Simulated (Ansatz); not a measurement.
## Hypothetical I4_132 As, pressure series

Take As (space group I4_132, No. 214; a hypothetical phase, not in the database extracts checked) as the base.

```
As
1.0
   -3.49683     3.49683     3.49683
    3.49683    -3.49683     3.49683
    3.49683     3.49683    -3.49683
As
4
Direct
  0.00000   0.25000   0.50000
  0.25000   0.50000   0.00000
  0.50000   0.00000   0.25000
  0.25000   0.25000   0.25000
```

Cell and atoms are relaxed at each pressure.

The values are results of PBE, PAW, 420 eV (Ansatz, a quantum-chemistry and plane-wave program; scalar-relativistic without spin-orbit coupling), not measurements.

```csv
pressure (GPa),volume per atom (Å³/atom)
-2,46.172
-1,?
0,42.759
0.3,42.325
0.7,41.790
1.5,40.809
3,39.223
5,37.502
10,34.135
```

Question: Fit the third-order Birch–Murnaghan form P(V) = (3B₀/2)[(V₀/V)^(7/3) − (V₀/V)^(5/3)]·[1 + (3/4)(B₀′ − 4)((V₀/V)^(2/3) − 1)] (squares taken in P) to the rows shown and predict the withheld row.

Answer: Least squares on the printed values gives V₀ = 42.754 Å³/atom, B₀ = 30.0 GPa, B₀′ = 3.5; this predicts 44.297 Å³/atom, and the run gives 44.289 Å³/atom, 0.008 lower.

Load acts through the strain it causes; cell and atoms are relaxed under it. Whether these cells are dynamically stable was not tested. Competing high-pressure phases were not computed.
